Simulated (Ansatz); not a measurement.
Defect calculation: B interstitial in bulk hexagonal BN (AA')

The numbers are results of PBE-D3(BJ), PAW (plane waves to 420 eV; Ansatz, an electronic-structure program), not measurements. Cell: 128 sites, 4×4×2; final energies on a 2×2×2 Γ-centred mesh. Site at the start: void with 6B6N nearest. Finite-size correction: monopole term and site-potential alignment. Dielectric constants: PBE linear response of the host. Host gap at this level: 4.23 eV. These values are not converged in cell size to better than tenths of an eV. Levels are measured in PBE's own, too narrow, gap. Spin–orbit coupling is left out. Each state is the lowest found from its start.

Formation energies E_f are given with the Fermi level at the valence-band maximum. Chemical conditions: B-rich (Δμ(B) = 0.00 eV; only phases computed here count, gases as isolated molecules at 0 K); N-rich (Δμ(B) = -2.55 eV; only phases computed here count, gases as isolated molecules at 0 K). Reference phases: B: alpha boron.

The name describes the start; the neighbours show where the added atom ended.

```json
[
 {"charge": "+3†", "moment (μB)": "not spin-polarised", "largest move off a lattice site (Å)": "0.92", "neighbours of the added atom at the end (Å)": "N 1.58, N 1.63, N 1.63, N 1.63, B 1.81", "image correction with alignment (eV)": "1.94", "E_f, B-rich (eV)": "–", "E_f, N-rich (eV)": "–"},
 {"charge": "+2*", "moment (μB)": "fractional", "largest move off a lattice site (Å)": "0.92", "neighbours of the added atom at the end (Å)": "N 1.59, N 1.62, N 1.63, N 1.64, B 1.81", "image correction with alignment (eV)": "–", "E_f, B-rich (eV)": "–", "E_f, N-rich (eV)": "–"},
 {"charge": "+1*", "moment (μB)": "not spin-polarised", "largest move off a lattice site (Å)": "0.92", "neighbours of the added atom at the end (Å)": "N 1.58, N 1.63, N 1.63, N 1.63, B 1.80", "image correction with alignment (eV)": "–", "E_f, B-rich (eV)": "–", "E_f, N-rich (eV)": "–"},
 {"charge": "0†", "moment (μB)": "quenched", "largest move off a lattice site (Å)": "0.91", "neighbours of the added atom at the end (Å)": "N 1.55, N 1.63, N 1.63, N 1.63, B 1.79", "image correction with alignment (eV)": "0.00", "E_f, B-rich (eV)": "10.67", "E_f, N-rich (eV)": "13.22"}
]
```

* At this level the carrier isn't localised at the defect: at charge +2 electrons occupy the conduction band; at charge +1 electrons occupy the conduction band. Such a state is shallow or no state of the defect, and this cell gives it no level.

† Not settled in this cell, so no level is given: charge +3: a large or scattered potential alignment; charge 0: a level filled in part, carriers not clearly localised.

Starting moments that weren't kept: charge +2 began with 1 μB and ended with 0.2; charge 0 began with 1 μB and ended with 0.0.

Flagged in the runs: a doubtful potential alignment.
